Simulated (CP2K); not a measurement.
Worked example: self-consistent single point of Sr (Fm-3m, 1 atom in the cell) in CP2K.

Computed with PBE, GPW, DZVP-MOLOPT-SR-GTH basis, GTH-PBE potentials (GTH_POTENTIALS) (CP2K 2026.2).

The change in words: lattice scaled by 0.98. Reference geometry:
```
Sr
1.0
    4.29017     0.00000     0.00000
    2.14508     3.71539     0.00000
    2.14508     1.23846     3.50291
Sr
1
Cartesian
  0.00000   0.00000   0.00000
```

Reference input (self-consistent single point, DFT PBE, GPW, DZVP-MOLOPT-SR-GTH basis, GTH-PBE potentials (GTH_POTENTIALS)): CUTOFF = 500 Ry; REL_CUTOFF = 60 Ry; SMEAR/METHOD = FERMI_DIRAC; ELECTRONIC_TEMPERATURE = 1160.45 K; KPOINTS/SCHEME = MONKHORST-PACK 8 8 8; GAMMA_CENTERED = T; XC_FUNCTIONAL = PBE; Sr/BASIS_SET = DZVP-MOLOPT-SR-GTH-q10; Sr/POTENTIAL = GTH-PBE-q10; METHOD = GPW; EPS_DEFAULT = 1e-11; NGRIDS = 5. This run's input differs from it in these lines:

```diff
@@ -63,5 +63,5 @@
     &CELL
-      A 4.29016500 0.00000000 0.00000000
-      B 2.14508300 3.71539200 0.00000000
-      C 2.14508300 1.23846400 3.50290500
+      A 4.20436200 0.00000000 0.00000000
+      B 2.10218100 3.64108400 0.00000000
+      C 2.10218100 1.21369500 3.43284700
       PERIODIC XYZ
```

Output (repeated stretches shortened):

```
 SCF WAVEFUNCTION OPTIMIZATION

  Step     Update method      Time    Convergence         Total energy    Change
     1 NoMix/Diag. 0.20E+00      -     1.46006027       -30.8122652830 -3.08E+01
     2 Broy./Diag. 0.20E+00      -     0.00221650       -30.6794933459  1.33E-01
     3 Broy./Diag. 0.20E+00      -     0.00839495       -30.7196332899 -4.01E-02
     4 Broy./Diag. 0.20E+00      -     0.00066847       -30.7308613174 -1.12E-02
     5 Broy./Diag. 0.20E+00      -     0.00088529       -30.7250185194  5.84E-03
     6 Broy./Diag. 0.20E+00      -     0.00003301       -30.7234592280  1.56E-03
     7 Broy./Diag. 0.20E+00      -     0.00004078       -30.7239422673 -4.83E-04
     8 Broy./Diag. 0.20E+00      -     0.00000053       -30.7240129589 -7.07E-05
     9 Broy./Diag. 0.20E+00      -     0.00000160       -30.7240059808  6.98E-06
    10 Broy./Diag. 0.20E+00      -     6.9327E-09       -30.7240067848 -8.04E-07
  *** SCF run converged in    10 steps ***

  Overlap energy of the core charge distribution:               0.00000000000000
  Self energy of the core charge distribution:                -58.76974828622462
  Core Hamiltonian energy:                                     12.86220198750179
  Hartree energy:                                              19.50824678912418
  Exchange-correlation energy:                                 -4.32338330240140
  Electronic entropic energy:                                  -0.00132397274967
  Fermi energy:                                                 0.16413615533250

  Total energy:                                               -30.72400678478263
  Total energy (extrapolated to T->0):                        -30.72334479840779

                     Mulliken Population Analysis

   [... lines left out ...]

 STRESS| Analytical stress tensor [bar]
 STRESS|                        x                   y                   z
 STRESS|      x        9.41709142630E+03   2.74517113699E-02   1.94113143615E-02
 STRESS|      y        2.74517113699E-02   9.41708560156E+03   7.21387989696E-04
 STRESS|      z        1.94113143615E-02   7.21387989696E-04   9.41706923826E+03
 STRESS| 1/3 Trace                                             9.41708208871E+03
```

The run converged in 10 iterations. Against the reference run the free energy goes up by 10.7 meV/atom and the pressure goes from 0.13 to 0.94 GPa.

The starting cell comes from a database of computed structures (which also holds hypothetical and non-ambient phases and stackings), without a prior relaxation at this level. For this run, on top of that: lattice scaled by 0.98. Values carry the incompleteness of an atom-centred basis.
